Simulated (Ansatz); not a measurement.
The starting structures come from a database of crystals and need not be the phases stable at ambient conditions.

By PBEsol, the system below comes out a metal.

Without scattering a metal conducts by its projected Fermi surface.

```xyz
16
Lattice="6.5300 0.0000 0.0000 3.2650 6.7742 0.0000 0.0000 3.1474 5.7215" Properties=species:S:1:pos:R:3 pbc="T T T"
Ta     5.4525     2.6134     1.0590
Ta     4.3425     7.3081     4.6625
Ta     4.3425     4.1871     3.9197
Ta     5.4525     5.7344     1.8018
Ta     1.0775     3.6521     2.9472
Ta     8.7175     6.2694     2.7743
Ta     2.1875     2.0784     0.0865
Ta     7.6076     7.8431     5.6350
Ta     3.2650     1.5737     2.8607
Ta     0.0000     0.0000     0.0000
Si     5.6836     1.9817     3.6024
Si     0.8465     1.1657     2.1191
Si     5.6836     9.5135     4.9798
Si     4.1115     0.4080     0.7417
Si     6.5300     5.7476     4.2911
Si     3.2650     4.1739     1.4304
```

Space group of this cell: I4/mcm. The cell is taken as given; by PBEsol its mean pressure is -2.9 GPa.

The current flows along the normal of the first two printed cell vectors, the (101) plane of the conventional cell. No spin-orbit coupling; the value is a mean over 0.1 eV about the Fermi level.

Q: Give the ballistic conductance per area that Ansatz (a first-principles code) with PBEsol yields.

A: 0.43 × 10¹⁵ S/m² for both spins.
